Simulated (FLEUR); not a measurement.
## Equation of state of antifluorite Mg2Ge (space group 225): energy against volume (FLEUR, PBE)

```
CELL_PARAMETERS angstrom
      0.00000     3.13819     3.13819
      3.13819     0.00000     3.13819
      3.13819     3.13819     0.00000
ATOMIC_POSITIONS crystal
  Mg 0.25000 0.25000 0.25000
  Mg 0.75000 0.75000 0.75000
  Ge 0.00000 0.00000 0.00000
```

Computed with FLEUR with PBE, all-electron FLAPW (FLEUR), scalar-relativistic valence. Settings: Kmax = 4.9 1/bohr; GmaxXC = 19.6 1/bohr; xcFunctional = pbe; jspins = 1; l_soc = F; mode = hist; fermiSmearingEnergy = 0.00036749 Htr; mesh (inpgen div1-3) = 9 9 9; inpgen gamma flag = false; Gmax = 19.6 1/bohr; numbands = 0; maxIterBroyd = 99; imix = Anderson; alpha = 0.05; precondParam = 0; minDistance = 1e-05 me/bohr^3. The cell above is the first row's. The rows scale it uniformly. In all rows fractional positions and the k mesh are held. E is the free energy at the stated smearing, counted from the lowest row.

| V (Å^3/atom) | E (meV/atom) |
|---|---|
| 20.604 | 17.32 |
| 21.052 | 8.06 |
| 21.500 | 2.41 |
| 21.947 | 0.00 |
| 22.395 | 0.51 |
| 22.843 | 3.64 |
| 23.291 | 9.13 |
| 23.739 | 16.74 |
| 24.187 | ? |

Taking the third-order Birch-Murnaghan form, a cubic in V^(-2/3) for E over the 8 complete rows: With u = V^(-2/3) - 0.127, the rows have u = 0.006055, 0.004161, 0.002333, 0.000570, -0.001137, -0.002788, -0.004386, -0.005933. Least squares gives E = -0.137 - 25.9·u + 477748·u² + 446402·u³. Residuals (row less fit): -0.001, 0.001, 0.001, -0.004, 0.001, 0.001, 0.001, 0.000; standard error 0.002 (degrees of freedom: 4). Its minimum lies at u = 0.000027, so V0 = (0.127027)^(-3/2) = 22.09. There d²E/du² = 955600 and d³E/du³ = 2678000, so B0 = (4/9) × 22.09^(-7/3) × 955600 × 0.160218 = 49.7 GPa (the last factor turns the table's units into GPa), and B0' = 4 + (2/3) × 0.127027 × (2678000)/955600 = 4.2.

### Question
What does the fit predict for E at V = 24.187, and how far is the calculated value from it?

### Answer
u = -0.007433, so E = -0.137 - 25.9 × (-0.007433) + 477748 × (-0.007433)² + 446402 × (-0.007433)³ = 26.268 meV/atom. The calculation gives 26.26 meV/atom, 0.008 meV/atom below the prediction (under 0.05 % of the range of E in the table). The row lies outside the fitted rows, so this is an extrapolation. From the scatter of the fitted rows alone, a prediction at this place has a standard error of 0.005 meV/atom, so the miss is 1.6 times that.

Carrying the step between the two nearest rows on in a straight line would have given 24.35, off by 1.91; series whose last step already gives the withheld value aren't shown. The scan was laid around a cell of about the measured size, scaled by a guess for this functional. The runs keep the symmetry of the cell, so they don't test it for distortions. Values depend on the basis (sphere radii, cutoffs, local orbitals), which need not be converged. Cutoffs and mesh are single choices, not tested for convergence of this quantity. Series with a scatter that would blur these digits, or in which a gap closes, are not shown. Nor are scans whose minimum lies at an end fitted in this form.
